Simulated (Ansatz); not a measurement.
**Sr2CuO3 (space group Immm, No. 71)**

Space group Immm (No. 71); a = 3.4866 Å, b = 3.9104 Å, c = 12.4826 Å, α = 90.00°, β = 90.00°, γ = 90.00°

```
atom  site  symmetry       x       y       z
----  ----  --------  ------  ------  ------
Sr      4j       mm2  0.5000  0.0000  0.1468
Cu      2d       mmm  0.0000  0.5000  0.0000
O       2a       mmm  0.0000  0.0000  0.0000
O       4j       mm2  0.0000  0.5000  0.1546
```
(The calculation used a cell of 6 atoms; values per cell refer to that cell.)

The values are results of Ansatz (an electronic-structure program) PBEsol, scalar-relativistic without spin-orbit coupling, not measurements. k-mesh 16×16×16 (Γ-centred); smearing 0.05 eV (Fermi–Dirac).

The volume per atom is 14.18 Å³. The density comes out as 5.60 g/cm³ and the band gap is zero. The total energy is -2543.504 eV/atom (σ→0; compares only within this code and set-up).

Stability against distortions was not tested. No Hubbard U is applied and the magnetic state is the run's own (Sr2CuO3 not spin-polarised); other magnetic orders, which need larger cells, were not tried and can change the gap. All final runs are without spin polarisation. An odd electron count without spin: Sr2CuO3.
